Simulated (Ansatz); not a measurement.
The complex C on the N site + O on the N site in wurtzite AlN (the N site; N 3.13 Å away) and its isolated parts, with the Fermi level 2.00 eV above the valence-band maximum, each in its stable bound charge state.

Computed with PBE, PAW (plane waves to 420 eV; Ansatz, a quantum-chemistry and plane-wave program). Set-up: 96-site cell; 2×2×2 shifted k-points; host gap 4.03 eV; charged states image-corrected; finite-size errors of tenths of an eV; flagged in the runs: for some of the defects a host whose relaxation on this sampling wasn't shown to rest.

| defect | charge | E_f, elements as references (eV) |
|---|---|---|
| C on the N site | −1 | 3.73 |
| O on the N site (broken-bond start) [the N site; started 0.95 Å off site, one bond broken, along c] | +1 | -2.07 |
| C on the N site + O on the N site [the N site; N 3.13 Å away] | 0 | 1.11 |

Binding energy, the parts less the complex: 3.73 + -2.07 − (1.11) = 0.55 eV, bound.
